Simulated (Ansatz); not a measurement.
AlB2-type TiB₂, treated with r²SCAN+rVV10 (Ansatz, a first-principles code, PAW).

Run with plane-wave cutoff 600 eV, 18×18×12 k mesh (along the axes of the cell as run), Fermi–Dirac smearing 0.1 eV, finite displacements, no spin polarisation, scalar-relativistic PAW data made under PBE.

Computed at the level's own relaxed cell.

```cif
data_B2Ti
_chemical_formula_sum 'Ti1 B2'
_space_group_name_H-M_alt 'P 1'
_space_group_IT_number 1
_cell_length_a 3.02238
_cell_length_b 3.02238
_cell_length_c 3.21603
_cell_angle_alpha 90.000
_cell_angle_beta 90.000
_cell_angle_gamma 120.000
loop_
_space_group_symop_operation_xyz
  'x, y, z'
loop_
_atom_site_label
_atom_site_type_symbol
_atom_site_fract_x
_atom_site_fract_y
_atom_site_fract_z
_atom_site_occupancy
Ti1 Ti 0.00000 0.00000 0.00000 1
B1 B 0.66667 0.33333 0.50000 1
B2 B 0.33333 0.66667 0.50000 1
```

Harmonic phonon frequencies (cm⁻¹; i marks an imaginary mode):

```
q point                          frequencies
-------  -----------------------------------
Γ              0 0 0 524 524 525 559 900 900
M        305 325 368 531 531 564 810 841 866
A        300 300 337 429 429 524 639 913 913
```

No imaginary mode appears at these points.
